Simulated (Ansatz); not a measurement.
The net magnetic moment of the cell in a series of structures.

Cell A: a layer of BN (P6₃/mmc), 72 atoms, hexagonal cell of 15.04 Å (195.9 Å²), symmetry P3m1 within 0.02 Å, 1.9 Å thick under 15 Å of vacuum, in-plane vectors held at the crystal's; planes from bottom to top: B35N36 | Ti; B missing from the crystal's sites; added, foreign or displaced atoms, above the top plane: TiN3 bound through N to 2 B at 1.44 Å; spin state with PBE: net moment 1.0 μB a cell, k-point mesh 2×2×1.
```
CELL_PARAMETERS angstrom
     15.03877     0.00000     0.00000
     -7.51938    13.02396     0.00000
      0.00000     0.00000    17.03415
ATOMIC_POSITIONS crystal
  B  0.05483 0.11028 0.46606
  N  0.11123 0.05558 0.46776
  B  0.05471 0.27735 0.46868
  N  0.10927 0.22060 0.47303
  B  0.05483 0.44455 0.46606
  N  0.10927 0.38867 0.47303
  B  0.05569 0.61120 0.46359
  N  0.11123 0.55566 0.46776
  B  0.05556 0.77778 0.46263
  N  0.11110 0.72223 0.46318
  B  0.05569 0.94450 0.46359
  N  0.11110 0.88886 0.46318
  B  0.22234 0.11134 0.47415
  N  0.27767 0.05558 0.46776
  B  0.21775 0.27461 0.49128
  N  0.27754 0.22174 0.48819
  B  0.21775 0.44313 0.49128
  N  0.26287 0.38143 0.51180
  B  0.22234 0.61100 0.47415
  N  0.27754 0.55580 0.48819
  B  0.22214 0.77764 0.46359
  N  0.27767 0.72210 0.46776
  B  0.22214 0.94450 0.46359
  N  0.27765 0.88882 0.46134
  B  0.38879 0.11028 0.46606
  N  0.44436 0.05528 0.45924
  B  0.39020 0.27461 0.49128
  N  0.44466 0.22060 0.47303
  N  0.45190 0.38143 0.51180
  B  0.39020 0.61558 0.49128
  N  0.45190 0.57047 0.51180
  B  0.38879 0.77851 0.46606
  N  0.44466 0.72406 0.47303
  B  0.38871 0.94435 0.45943
  N  0.44436 0.88909 0.45924
  B  0.55550 0.11101 0.45746
  N  0.61108 0.05554 0.45484
  B  0.55598 0.27735 0.46868
  N  0.61119 0.22214 0.45956
  B  0.55872 0.44313 0.49128
  N  0.61273 0.38867 0.47303
  B  0.55872 0.61558 0.49128
  N  0.61159 0.55580 0.48819
  B  0.55598 0.77863 0.46868
  N  0.61273 0.72406 0.47303
  B  0.55550 0.94449 0.45746
  N  0.61119 0.88906 0.45956
  B  0.72222 0.11111 0.45449
  N  0.77779 0.05554 0.45484
  B  0.72232 0.27783 0.45746
  N  0.77779 0.22225 0.45484
  B  0.72305 0.44455 0.46606
  N  0.77806 0.38897 0.45924
  B  0.72199 0.61100 0.47415
  N  0.77776 0.55566 0.46776
  B  0.72305 0.77851 0.46606
  N  0.77776 0.72210 0.46776
  B  0.72232 0.94449 0.45746
  N  0.77806 0.88909 0.45924
  B  0.88885 0.11101 0.45746
  N  0.94425 0.05528 0.45924
  B  0.88885 0.27783 0.45746
  N  0.94428 0.22214 0.45956
  B  0.88898 0.44463 0.45943
  N  0.94425 0.38897 0.45924
  B  0.88884 0.61120 0.46359
  N  0.94451 0.55569 0.46134
  B  0.88884 0.77764 0.46359
  N  0.94447 0.72223 0.46318
  B  0.88898 0.94435 0.45943
  N  0.94451 0.88882 0.46134
  Ti 0.38889 0.44444 0.56402
```

Cell B: a layer of BN (P6₃/mmc), 72 atoms, hexagonal cell of 15.04 Å (195.9 Å²), symmetry P3m1 within 0.02 Å, 1.7 Å thick under 15 Å of vacuum, in-plane vectors held at the crystal's; planes from bottom to top: B35N36 | Cu, its two faces unlike (dipole correction applied); added, foreign or displaced atoms, above the top plane: CuN3 bound through N to 2 B at 1.43 Å; spin state with PBE: parallel moments, net moment 2.0 μB a cell, k-point mesh 2×2×1.
```
CELL_PARAMETERS angstrom
     15.03877     0.00000     0.00000
     -7.51938    13.02396     0.00000
      0.00000     0.00000    16.86179
ATOMIC_POSITIONS crystal
  B  0.05475 0.11048 0.47128
  N  0.11108 0.05573 0.47253
  B  0.05450 0.27745 0.47410
  N  0.10910 0.22082 0.47861
  B  0.05475 0.44467 0.47108
  N  0.10910 0.38869 0.47847
  B  0.05553 0.61129 0.46800
  N  0.11108 0.55576 0.47228
  B  0.05538 0.77790 0.46690
  N  0.11093 0.72234 0.46744
  B  0.05553 0.94466 0.46818
  N  0.11093 0.88900 0.46755
  B  0.22227 0.11166 0.47859
  N  0.27752 0.05572 0.47252
  B  0.21824 0.27498 0.49631
  N  0.27744 0.22199 0.49211
  B  0.21824 0.44368 0.49619
  N  0.26029 0.38038 0.51856
  B  0.22227 0.61101 0.47834
  N  0.27743 0.55586 0.49189
  B  0.22199 0.77774 0.46804
  N  0.27752 0.72220 0.47227
  B  0.22199 0.94465 0.46817
  N  0.27749 0.88895 0.46601
  B  0.38860 0.11047 0.47124
  N  0.44422 0.05545 0.46417
  B  0.38962 0.27497 0.49633
  N  0.44459 0.22081 0.47859
  N  0.45296 0.38035 0.51863
  B  0.38961 0.61506 0.49613
  N  0.45294 0.57303 0.51848
  B  0.38860 0.77853 0.47103
  N  0.44459 0.72418 0.47836
  B  0.38854 0.94448 0.46422
  N  0.44422 0.88918 0.46405
  B  0.55532 0.11114 0.46216
  N  0.61091 0.05566 0.45933
  B  0.55582 0.27745 0.47407
  N  0.61102 0.22226 0.46432
  B  0.55831 0.44367 0.49621
  N  0.61246 0.38869 0.47848
  B  0.55830 0.61505 0.49613
  N  0.61127 0.55584 0.49189
  B  0.55582 0.77878 0.47393
  N  0.61245 0.72417 0.47839
  B  0.55532 0.94459 0.46208
  N  0.61102 0.88917 0.46424
  B  0.72205 0.11123 0.45896
  N  0.77762 0.05566 0.45940
  B  0.72213 0.27795 0.46212
  N  0.77762 0.22236 0.45936
  B  0.72279 0.44467 0.47106
  N  0.77782 0.38905 0.46405
  B  0.72160 0.61100 0.47835
  N  0.77754 0.55576 0.47227
  B  0.72279 0.77853 0.47107
  N  0.77754 0.72219 0.47230
  B  0.72214 0.94459 0.46213
  N  0.77783 0.88918 0.46412
  B  0.88868 0.11114 0.46224
  N  0.94410 0.05545 0.46425
  B  0.88869 0.27795 0.46216
  N  0.94411 0.22226 0.46440
  B  0.88880 0.44473 0.46414
  N  0.94410 0.38905 0.46409
  B  0.88862 0.61129 0.46798
  N  0.94432 0.55579 0.46589
  B  0.88862 0.77774 0.46805
  N  0.94427 0.72234 0.46742
  B  0.88880 0.94448 0.46428
  N  0.94433 0.88895 0.46604
  Cu 0.38875 0.44462 0.56172
```

Cell C: a layer of BN (P6₃/mmc), 72 atoms, hexagonal cell of 15.04 Å (195.9 Å²), symmetry P3m1 within 0.02 Å, 2.3 Å thick under 15 Å of vacuum, in-plane vectors held at the crystal's; planes from bottom to top: B35N36 | Ag, its two faces unlike (dipole correction applied); added, foreign or displaced atoms, above the top plane: AgN3 bound through N to 2 B at 1.43 Å; spin state with PBE: parallel moments, net moment 2.0 μB a cell, k-point mesh 2×2×1.
```yaml
crystal:
  lattice:
    - [15.03877, 0.00000, 0.00000]
    - [-7.51938, 13.02396, 0.00000]
    - [0.00000, 0.00000, 17.37887]
  atoms:
    - { symbol: B, position: [0.05485, 0.11055, 0.45746] }
    - { symbol: N, position: [0.11104, 0.05566, 0.45934] }
    - { symbol: B, position: [0.05470, 0.27756, 0.45955] }
    - { symbol: N, position: [0.10933, 0.22098, 0.46425] }
    - { symbol: B, position: [0.05488, 0.44472, 0.45696] }
    - { symbol: N, position: [0.10932, 0.38878, 0.46399] }
    - { symbol: B, position: [0.05551, 0.61130, 0.45453] }
    - { symbol: N, position: [0.11106, 0.55580, 0.45874] }
    - { symbol: B, position: [0.05539, 0.77789, 0.45363] }
    - { symbol: N, position: [0.11095, 0.72236, 0.45424] }
    - { symbol: B, position: [0.05552, 0.94461, 0.45493] }
    - { symbol: N, position: [0.11094, 0.88898, 0.45440] }
    - { symbol: B, position: [0.22220, 0.11152, 0.46549] }
    - { symbol: N, position: [0.27750, 0.05568, 0.45912] }
    - { symbol: B, position: [0.21856, 0.27510, 0.48253] }
    - { symbol: N, position: [0.27729, 0.22166, 0.47923] }
    - { symbol: B, position: [0.21858, 0.44392, 0.48222] }
    - { symbol: N, position: [0.25912, 0.37983, 0.50400] }
    - { symbol: B, position: [0.22220, 0.61109, 0.46489] }
    - { symbol: N, position: [0.27728, 0.55605, 0.47869] }
    - { symbol: B, position: [0.22200, 0.77778, 0.45455] }
    - { symbol: N, position: [0.27750, 0.72224, 0.45856] }
    - { symbol: B, position: [0.22200, 0.94465, 0.45479] }
    - { symbol: N, position: [0.27752, 0.88898, 0.45237] }
    - { symbol: B, position: [0.38858, 0.11061, 0.45708] }
    - { symbol: N, position: [0.44418, 0.05552, 0.44970] }
    - { symbol: B, position: [0.38945, 0.27510, 0.48266] }
    - { symbol: N, position: [0.44449, 0.22097, 0.46402] }
    - { symbol: N, position: [0.45379, 0.37963, 0.50462] }
    - { symbol: B, position: [0.38942, 0.61477, 0.48213] }
    - { symbol: N, position: [0.45369, 0.57454, 0.50411] }
    - { symbol: B, position: [0.38858, 0.77838, 0.45659] }
    - { symbol: N, position: [0.44449, 0.72392, 0.46351] }
    - { symbol: B, position: [0.38856, 0.94450, 0.44997] }
    - { symbol: N, position: [0.44418, 0.88909, 0.44939] }
    - { symbol: B, position: [0.55529, 0.11121, 0.44722] }
    - { symbol: N, position: [0.61085, 0.05563, 0.44422] }
    - { symbol: B, position: [0.55569, 0.27758, 0.45917] }
    - { symbol: N, position: [0.61091, 0.22232, 0.44934] }
    - { symbol: B, position: [0.55823, 0.44387, 0.48234] }
    - { symbol: N, position: [0.61227, 0.38876, 0.46372] }
    - { symbol: B, position: [0.55821, 0.61474, 0.48213] }
    - { symbol: N, position: [0.61158, 0.55598, 0.47860] }
    - { symbol: B, position: [0.55570, 0.77850, 0.45888] }
    - { symbol: N, position: [0.61228, 0.72390, 0.46358] }
    - { symbol: B, position: [0.55529, 0.94450, 0.44707] }
    - { symbol: N, position: [0.61093, 0.88900, 0.44920] }
    - { symbol: B, position: [0.72203, 0.11121, 0.44399] }
    - { symbol: N, position: [0.77761, 0.05562, 0.44471] }
    - { symbol: B, position: [0.72206, 0.27798, 0.44726] }
    - { symbol: N, position: [0.77760, 0.22239, 0.44449] }
    - { symbol: B, position: [0.72265, 0.44469, 0.45664] }
    - { symbol: N, position: [0.77774, 0.38908, 0.44955] }
    - { symbol: B, position: [0.72173, 0.61104, 0.46475] }
    - { symbol: N, position: [0.77757, 0.55577, 0.45842] }
    - { symbol: B, position: [0.72269, 0.77836, 0.45682] }
    - { symbol: N, position: [0.77759, 0.72220, 0.45866] }
    - { symbol: B, position: [0.72208, 0.94449, 0.44741] }
    - { symbol: N, position: [0.77776, 0.88907, 0.44984] }
    - { symbol: B, position: [0.88873, 0.11115, 0.44785] }
    - { symbol: N, position: [0.94415, 0.05547, 0.45031] }
    - { symbol: B, position: [0.88873, 0.27797, 0.44760] }
    - { symbol: N, position: [0.94420, 0.22229, 0.44990] }
    - { symbol: B, position: [0.88878, 0.44473, 0.44996] }
    - { symbol: N, position: [0.94417, 0.38909, 0.44981] }
    - { symbol: B, position: [0.88863, 0.61128, 0.45428] }
    - { symbol: N, position: [0.94432, 0.55577, 0.45214] }
    - { symbol: B, position: [0.88864, 0.77773, 0.45453] }
    - { symbol: N, position: [0.94430, 0.72234, 0.45401] }
    - { symbol: B, position: [0.88879, 0.94443, 0.45040] }
    - { symbol: N, position: [0.94433, 0.88894, 0.45255] }
    - { symbol: Ag, position: [0.38876, 0.44483, 0.57386] }
```

Cell D: a layer of BN (P6₃/mmc), 72 atoms, hexagonal cell of 15.04 Å (195.9 Å²), symmetry P3m1 within 0.02 Å, 2.2 Å thick under 15 Å of vacuum, in-plane vectors held at the crystal's; planes from bottom to top: B35N36 | Au, its two faces unlike (dipole correction applied); B missing from the crystal's sites; added, foreign or displaced atoms, above the top plane: AuN3 bound through N to 2 B at 1.43 Å; spin state with PBE: parallel moments, net moment 2.0 μB a cell, k-point mesh 2×2×1.
```xyz
72
Lattice="15.0388 0.0000 0.0000 -7.5194 13.0240 0.0000 0.0000 0.0000 17.2927" Properties=species:S:1:pos:R:3 pbc="T T T"
B     -0.0070     1.4386     7.9384
N      1.2519     0.7260     7.9819
B     -1.2655     3.6143     7.9771
N     -0.0187     2.8754     8.0679
B     -2.5201     5.7920     7.9315
N     -1.2819     5.0637     8.0634
B     -3.7613     7.9614     7.8936
N     -2.5081     7.2386     7.9733
B     -5.0166    10.1311     7.8796
N     -3.7634     9.4079     7.8897
B     -6.2680    12.3032     7.8998
N     -5.0165    11.5781     7.8929
B      2.5031     1.4536     8.1050
N      3.7540     0.7260     7.9780
B      1.2063     3.5691     8.4354
N      2.5038     2.8865     8.3761
B     -0.0684     5.7777     8.4303
N      1.0045     4.9258     8.8415
B     -1.2523     7.9582     8.0963
N     -0.0113     7.2425     8.3677
B     -2.5096    10.1290     7.8932
N     -1.2569     9.4053     7.9702
B     -3.7651    12.3034     7.8969
N     -2.5115    11.5777     7.8475
B      5.0125     1.4391     7.9317
N      6.2617     0.7226     7.7889
B      3.8016     3.5688     8.4383
N      5.0244     2.8752     8.0631
N      4.0081     4.9218     8.8567
B      1.2285     8.0248     8.4314
N      2.5027     7.5276     8.8523
B     -0.0101    10.1387     7.9247
N      1.2396     9.4306     8.0558
B     -1.2592    12.3007     7.7971
N     -0.0062    11.5789     7.7846
B      7.5140     1.4483     7.7418
N      8.7677     0.7243     7.6846
B      6.2709     3.6144     7.9709
N      7.5150     2.8960     7.7821
B      5.0757     5.7766     8.4348
N      6.2874     5.0634     8.0598
B      3.7776     8.0247     8.4330
N      5.0168     7.2413     8.3681
B      2.5030    10.1408     7.9669
N      3.7660     9.4306     8.0581
B      1.2484    12.3008     7.7396
N      2.5028    11.5775     7.7798
B     10.0222     1.4485     7.6795
N     11.2765     0.7243     7.6914
B      8.7685     3.6209     7.7432
N     10.0221     2.8969     7.6895
B      7.5253     5.7918     7.9264
N      8.7706     5.0682     7.7879
B      6.2578     7.9576     8.0943
N      7.5132     7.2382     7.9684
B      5.0162    10.1386     7.9287
N      6.2626     9.4048     7.9713
B      3.7574    12.3006     7.7446
N      5.0118    11.5789     7.7918
B     12.5301     1.4477     7.7513
N     13.7825     0.7224     7.7987
B     11.2756     3.6206     7.7486
N     12.5290     2.8957     7.7912
B     10.0221     5.7926     7.7988
N     11.2735     5.0681     7.7926
B      8.7666     7.9613     7.8903
N     10.0221     7.2387     7.8457
B      7.5154    10.1287     7.8936
N      8.7691     9.4076     7.8874
B      6.2650    12.3003     7.8045
N      7.5173    11.5774     7.8516
Au     2.5024     5.7913     9.9270
```

Computed with Ansatz (plane waves, PAW), its default PAW set, cutoff 420 eV, 500 eV for r2SCAN. The structures are at rest with PBE+D3(BJ), within the held lattices; other levels are single points on them. Neutral cells; Fermi-Dirac smearing of at most 0.05 eV in the solids, energies taken to zero width. The lattices are those relaxed with PBE+D3(BJ), so at other levels the solids can be strained, which adds to the spread. Larger cells are relaxed from a start prepared with the learned potential CHGNet, on a coarser mesh till forces fall under 0.03 eV/Å, which some starts already meet. The structures are the rest points that the relaxations reached, not proven lowest. Spin-orbit coupling is left out. No Hubbard U is applied. No search over spin orders was made beyond those shown. No correction for cell size. A dispersion term ran beside these levels; it doesn't touch the electrons. Collinear spins.

Values (μB):

| system | PBE | r2SCAN |
|---|---|---|
| A | 1.00 | 1.00 |
| B | 2.00 | 2.00 |
| C | 2.00 | 2.00 |
| D | 2.00 | 2.00 |

With PBE the value is lowest for A and highest for B and C and D. With r2SCAN the value is lowest for A and highest for B and C and D.

Ansatz is a first-principles code.
